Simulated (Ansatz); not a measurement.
GaP under load (space group F-43m), Ansatz (a first-principles code) with PBE with spin-orbit coupling, rigid bands. Condition of this run: hydrostatic pressure of 1.4 GPa (compression positive) (the target of the relaxation). Band gap 1.53 eV, N_c = 4.06e19 cm⁻³ and N_v = 2.31e19 cm⁻³ at 300 K, conductivity masses of 0.347 mₑ (electrons) and 0.482 mₑ (holes). Take k_BT = 0.02585 eV.

**Question.** What built-in voltage has an abrupt junction with N_A = 1e17 and N_D = 1e17 cm⁻³, all dopants ionised?

**Answer.** V_bi = E_g/e − (k_BT/e) ln(N_c N_v/(N_A N_D)) = 1.53 − 0.02585 × 11.45 = 1.23 V, for the computed gap.

**Question.** A film of it is 3 nm thick. Estimate the confinement energies in an infinite well.

**Answer.** ħ²π²/(2m t²) = 0.376 eV·nm²/(m/mₑ × t²) gives 120 meV for electrons and 86.7 meV for holes, so the gap would widen to about 1.74 eV. Finite barriers and nonparabolic bands lower this, and with several valleys or bands the heaviest mass along the normal sets the lowest level, not this average.

**Question.** What thermal injection velocity √(2k_BT/πm) limits a ballistic channel?

**Answer.** 9.13e6 cm/s for electrons and 7.75e6 cm/s for holes, a ratio of √(m_h/m_e) = 1.18, for dilute carriers.

Rigid bands with the computed gap; masses take one relaxation time for all states. Geometry: cell and atoms relaxed with PBEsol.
